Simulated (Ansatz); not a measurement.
The starting structures come from a database of crystals and need not be the phases stable at ambient conditions.

 Where the default PAW files enter, the runs use the earlier of Ansatz's two default sets.

Tunnelling through a barrier is set by its complex band structure: the current falls as exp(−2κd) with the smallest κ.

Here is the system:

```xyz
10
Lattice="5.6636 0.0000 0.0000 0.1372 5.6619 0.0000 2.7632 -2.8310 3.9560" Properties=species:S:1:pos:R:3 pbc="T T T"
Sr     2.8318     0.0000     1.9780
Sr     5.7322     2.8310     1.9780
Ga     0.0000     0.0000     0.0000
Sb     2.9004     2.8310     0.0000
O      2.6701     3.0669     1.9802
O      5.8939    -0.2359     1.9758
O      4.2805     1.4171     3.6263
O      4.2835     1.4139     0.3297
O      1.4623     1.4273     0.0000
O      4.3385     4.2346     0.0000
```

Space group of this cell: I4/m. The cell is taken as given; by PBEsol its mean pressure is -5.9 GPa.

Transport runs along the normal of the first two printed cell vectors, the (110) plane of the conventional cell.

The gap is the functional's own, uncorrected, and κ follows it; spin-orbit coupling is left out. Mid-gap values are interpolated between the computed energies.

Problem. Predict the band gap and the smallest decay constant κ at mid-gap from Ansatz (a quantum-chemistry and plane-wave program) with PBEsol.

Solution. Gap 1.26 eV on a 8×8×8 mesh; κ = 0.198 1/Å, at the zone centre.
